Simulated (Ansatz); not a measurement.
The structure below was relaxed with PBEsol (Ansatz, a program for electronic structure; PAW; 420 eV plane waves; no spin-orbit coupling), at pressure 30 GPa.

```
CELL_PARAMETERS angstrom
      0.00000     2.60609     2.60609
      2.60609     0.00000     2.60609
      2.60609     2.60609     0.00000
ATOMIC_POSITIONS crystal
  Ga 0.00000 0.00000 0.00000
  As 0.25000 0.25000 0.25000
```

### Question
Find the space group and the Wyckoff positions.

### Answer
Space group F-43m (No. 216); a = b = c = 5.2122 Å, α = β = γ = 90.00°

```tsv
atom	site	symmetry	x	y	z
Ga	4a	-43m	0.0000	0.0000	0.0000
As	4d	-43m	0.7500	0.7500	0.7500
```

### Question
Describe the coordination.

### Answer
The crystal has 8 atoms in its conventional cell. Cell: a = b = c = 5.2122 Å, α = β = γ = 90.00°. Ga sees 4 As at 2.257 Å (tetrahedral). As has 4 Ga at 2.257 Å (tetrahedral). (Neighbours: up to the widest gap in distance over summed covalent radii, below 1.35, at either atom; cation-cation and far metal-metal contacts left out.)

Load acts through the strain it causes; cell and atoms are relaxed under it. No phonon test of stability was made. Measured, GaAs leaves this structure (for a Cmcm phase) near 15 GPa (room temperature; as listed in arXiv:1906.07825). The cell was made from GaAs in the zinc blende structure (space group F-43m, No. 216) by this change: pressure 30 GPa.
